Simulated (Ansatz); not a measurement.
# PtSn₂ (Fm-3m): resistivity and electron-phonon coupling

Input:

```
PtSn2
1.0
    0.00000     3.22637     3.22637
    3.22637     0.00000     3.22637
    3.22637     3.22637     0.00000
Sn Pt
2 1
Direct
  0.75000   0.75000   0.75000
  0.25000   0.25000   0.25000
  0.00000   0.00000   0.00000
```

The numbers are results of PBEsol, DFPT electron-phonon coupling, linearised Boltzmann equation (plane waves, PAW, scalar-relativistic; Ansatz, an electronic-structure program), not measurements. How the cell was made: relaxed with this functional, without spin-orbit coupling.

```
Property                                                                                                Result
----------------------------------------------------------------------------------  --------------------------
resistivity at 300 K                                                                                11.9 μΩ·cm
resistivity at 77 K                                                                                  2.4 μΩ·cm
electron mean free path at 300 K (weighted by the current that each state carries)                     13.5 nm
electron-phonon coupling λ                                                                                0.34
transport coupling λ_tr                                                                                   0.35
logarithmic mean phonon energy                                                                         9.3 meV
density of states at the Fermi level                                                0.50 states/(eV·spin·cell)
Drude plasma energy                                                                                     5.8 eV
Hall coefficient at 300 K                                                                       25 ×10⁻¹¹ m³/C
```

A metal at this level (no band gap). Only scattering by harmonic phonons is included (no impurities, grain boundaries, electron-electron scattering or thermal expansion). Spin-orbit coupling is left out, which matters with elements this heavy. The run warned that the eigensolver left some states short of its tolerance. Halving the electron mesh (24x24x24) moves the resistivity by up to 5 % at 300 K, the mean free path by up to 4 %, the coupling by up to 3 %. Smearing 0.20 eV; phonons on a 4x4x4 q mesh, which this run doesn't test and which matters most at low temperature.

Formula and space group known from diffraction (Crystallography Open Database), not checked to be the room-temperature form: PtSn2 (Fm-3m).
